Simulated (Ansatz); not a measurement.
Structure of amorphous In24O38Zr (periodic cell):

```yaml
crystal:
  lattice:
    - [9.62490, 0.13760, -0.26794]
    - [0.13760, 9.51704, -0.09052]
    - [-0.26794, -0.09052, 9.72169]
  atoms:
    - { symbol: In, position: [0.11910, 0.98710, 0.31117] }
    - { symbol: In, position: [0.50654, 0.23275, 0.81974] }
    - { symbol: In, position: [0.68668, 0.28293, 0.13670] }
    - { symbol: In, position: [0.87026, 0.27409, 0.88729] }
    - { symbol: In, position: [0.00393, 0.03988, 0.61118] }
    - { symbol: In, position: [0.75839, 0.96400, 0.23343] }
    - { symbol: In, position: [0.34421, 0.97283, 0.60836] }
    - { symbol: In, position: [0.14403, 0.45303, 0.80430] }
    - { symbol: In, position: [0.24405, 0.30116, 0.47485] }
    - { symbol: In, position: [0.41897, 0.51009, 0.02689] }
    - { symbol: In, position: [0.43381, 0.78715, 0.31345] }
    - { symbol: In, position: [0.54995, 0.46778, 0.40743] }
    - { symbol: In, position: [0.62507, 0.12263, 0.49376] }
    - { symbol: In, position: [0.91774, 0.41298, 0.49859] }
    - { symbol: In, position: [0.70068, 0.65326, 0.10903] }
    - { symbol: In, position: [0.47624, 0.85691, 0.93271] }
    - { symbol: In, position: [0.38173, 0.15704, 0.19919] }
    - { symbol: In, position: [0.74084, 0.77452, 0.51698] }
    - { symbol: In, position: [0.06507, 0.74108, 0.07430] }
    - { symbol: In, position: [0.13424, 0.65701, 0.43862] }
    - { symbol: In, position: [0.42083, 0.60593, 0.67898] }
    - { symbol: In, position: [0.16511, 0.06933, 0.94144] }
    - { symbol: In, position: [0.75467, 0.57452, 0.79152] }
    - { symbol: In, position: [0.07442, 0.37349, 0.14039] }
    - { symbol: O, position: [0.20199, 0.08952, 0.72852] }
    - { symbol: O, position: [0.52113, 0.90770, 0.49376] }
    - { symbol: O, position: [0.86634, 0.09027, 0.76096] }
    - { symbol: O, position: [0.08998, 0.44989, 0.34261] }
    - { symbol: O, position: [0.72177, 0.32280, 0.44335] }
    - { symbol: O, position: [0.35120, 0.80106, 0.75148] }
    - { symbol: O, position: [0.36893, 0.43734, 0.81852] }
    - { symbol: O, position: [0.78351, 0.79287, 0.73046] }
    - { symbol: O, position: [0.86860, 0.67635, 0.98101] }
    - { symbol: O, position: [0.13106, 0.88218, 0.51654] }
    - { symbol: O, position: [0.34713, 0.99517, 0.04554] }
    - { symbol: O, position: [0.30228, 0.07483, 0.39499] }
    - { symbol: O, position: [0.20543, 0.77537, 0.25938] }
    - { symbol: O, position: [0.37966, 0.62819, 0.45056] }
    - { symbol: O, position: [0.45338, 0.20583, 0.60414] }
    - { symbol: O, position: [0.58200, 0.01930, 0.82125] }
    - { symbol: O, position: [0.46989, 0.28119, 0.03705] }
    - { symbol: O, position: [0.80320, 0.11621, 0.04087] }
    - { symbol: O, position: [0.20355, 0.49795, 0.60254] }
    - { symbol: O, position: [0.38403, 0.34628, 0.32520] }
    - { symbol: O, position: [0.91752, 0.63364, 0.48214] }
    - { symbol: O, position: [0.56940, 0.63472, 0.89528] }
    - { symbol: O, position: [0.09027, 0.28244, 0.92561] }
    - { symbol: O, position: [0.67698, 0.36397, 0.84247] }
    - { symbol: O, position: [0.60077, 0.48378, 0.19535] }
    - { symbol: O, position: [0.95395, 0.87894, 0.22152] }
    - { symbol: O, position: [0.92895, 0.44208, 0.73020] }
    - { symbol: O, position: [0.60181, 0.11911, 0.26682] }
    - { symbol: O, position: [0.66896, 0.76348, 0.30522] }
    - { symbol: O, position: [0.02527, 0.90620, 0.93297] }
    - { symbol: O, position: [0.86220, 0.40061, 0.08943] }
    - { symbol: O, position: [0.17594, 0.54441, 0.01962] }
    - { symbol: O, position: [0.80859, 0.99125, 0.47168] }
    - { symbol: O, position: [0.04055, 0.21955, 0.49410] }
    - { symbol: O, position: [0.14932, 0.15967, 0.16530] }
    - { symbol: O, position: [0.62525, 0.58216, 0.59276] }
    - { symbol: O, position: [0.67716, 0.87182, 0.04515] }
    - { symbol: O, position: [0.44439, 0.71455, 0.10963] }
    - { symbol: Zr, position: [0.80306, 0.93248, 0.88902] }
```

Methods: PBE, scalar-relativistic without spin-orbit coupling (Ansatz, an electronic-structure program); r2SCAN, scalar-relativistic without spin-orbit coupling (Ansatz); HSE06, scalar-relativistic without spin-orbit coupling (Ansatz). Neutral PBE cell, which sets geometry, pressure and energy: sampling: a 2×2×2 Γ-centred mesh; Fermi-Dirac width 0.02 eV; no spin polarisation. Exact exchange is cut at the faces of this 10 Å cell, which leaves hybrid gaps a finite-size error.

The cell was made by melting and quenching with the CHGNet potential and then relaxed with DFT. O atoms were pushed apart under 1.9 Å during the dynamics, to hinder bonds among them. The hot cell started wider than the set density and was brought back towards it in steps. It is the lowest in DFT energy of 2 quenches. It is a model cell: composition and starting density were chosen by hand, and all elements were melted together. No dispersion term was used. Its density started from a set value of 6.45 and ended at 6.45 g/cm³. The quench (nominally 280 K/ps over its main leg) was far faster than any real one, so the model tends to hold more defects than a real film. One small periodic cell is one sample of the glass; other quenches scatter about these values. The volume was held where the preparation left it and the shape relaxed.

Task: Give the pressure, the energy against reference phases and the spacing of the highest filled and lowest empty levels.

Result: 
- Pressure on a 2×2×2 Γ-centred mesh: -0.28 GPa
- Largest force and stress component on that mesh (the relaxation ran on the zone centre alone): 0.08 eV/Å and 0.3 GPa
- Energy relative to bixbyite In2O3 + monoclinic ZrO2 (lowest mix at this level among the phases computed, not always the ambient ones): 0.194 eV/atom
- Level gap on a 2×2×2 Γ-centred mesh (PBE): 0.42 eV
- Level gap at the zone centre (PBE): 0.40 eV
- Level gap at the zone centre (r2SCAN): 0.86 eV
- Level gap at the zone centre (HSE06): 1.80 eV
- Distance between the nearest levels spread over more than a fifth of the atoms or a third of the atoms of their main element (six at least) (PBE, zone centre): 0.61 eV

Task: At PBE and the zone centre, how localised are the states just below and above the Fermi level (participation number: the atoms over which a state spreads)?

Result: The highest filled state is spread over 4.0 atoms' worth, largest on O40, with weights by element (charge in smoothed Voronoi cells) O 0.96, In 0.04, Zr 0.00. The lowest empty state is spread over 58.8 atoms' worth, largest on In11, with weights by element (charge in smoothed Voronoi cells) O 0.55, In 0.44, Zr 0.01.

At PBE the levels at the filled edge of the gap are localised (band-tail or defect states).

Cut-offs for bonds: In-In 3.12 Å, In-O 2.64 Å, In-Zr 3.27 Å, O-O 1.58 Å, O-Zr 2.65 Å, Zr-Zr 3.41 Å. Two cations that share two anions don't count as bonded, nor two that share one unless they lie closer than In-In 3.04 Å, In-Zr 3.18 Å, Zr-Zr 3.32 Å.
